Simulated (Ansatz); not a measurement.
Ga₂O₃ (model structure, started from the Bi2O3 type, P6₃mc, No. 186, 20 atoms in the cell) was calculated with r²SCAN+SOC (PAW; Ansatz, an electronic-structure program).

Numerical settings: plane-wave cutoff 560 eV, 6×6×6 k mesh, Fermi–Dirac smearing 0.01 eV, PAW data made under PBE.

Cell (relaxed with PBEsol):

```yaml
crystal:
  lattice:
    - [7.07456, 0.00000, 0.00000]
    - [-3.53728, 6.12675, 0.00000]
    - [0.00000, 0.00000, 4.80634]
  atoms:
    - { symbol: Ga, position: [0.33512, 0.16756, 0.77353] }
    - { symbol: Ga, position: [0.16756, 0.33512, 0.27353] }
    - { symbol: Ga, position: [0.83244, 0.16756, 0.77353] }
    - { symbol: Ga, position: [0.66488, 0.83244, 0.27353] }
    - { symbol: Ga, position: [0.83244, 0.66488, 0.77353] }
    - { symbol: Ga, position: [0.16756, 0.83244, 0.27353] }
    - { symbol: Ga, position: [0.33333, 0.66667, 0.67555] }
    - { symbol: Ga, position: [0.66667, 0.33333, 0.17555] }
    - { symbol: O, position: [0.54614, 0.09227, 0.92849] }
    - { symbol: O, position: [0.45386, 0.54614, 0.42849] }
    - { symbol: O, position: [0.90773, 0.45386, 0.92849] }
    - { symbol: O, position: [0.45386, 0.90773, 0.42849] }
    - { symbol: O, position: [0.54614, 0.45386, 0.92849] }
    - { symbol: O, position: [0.09227, 0.54614, 0.42849] }
    - { symbol: O, position: [0.72222, 0.86111, 0.88580] }
    - { symbol: O, position: [0.86111, 0.72222, 0.38580] }
    - { symbol: O, position: [0.13889, 0.86111, 0.88580] }
    - { symbol: O, position: [0.27778, 0.13889, 0.38580] }
    - { symbol: O, position: [0.13889, 0.27778, 0.88580] }
    - { symbol: O, position: [0.86111, 0.13889, 0.38580] }
```

Problem. What does this level give for the band gap?

Solution. 
- band gap = 0.82 eV (on the SCF k mesh)

Note: the relaxation could raise the start's symmetry but not lower it, so the cell can be a saddle point; cell and atoms aren't relaxed at this level (largest force component 0.37 eV/Å, pressure -1.3 GPa).

The computed numbers hold no vibrational or temperature effects.

The result took about 23 core-minutes (a rough figure).

A model structure was made by putting elements into a prototype or built by hand; it is no filed structure, need not be a known phase, and can be a saddle point held by its symmetry.
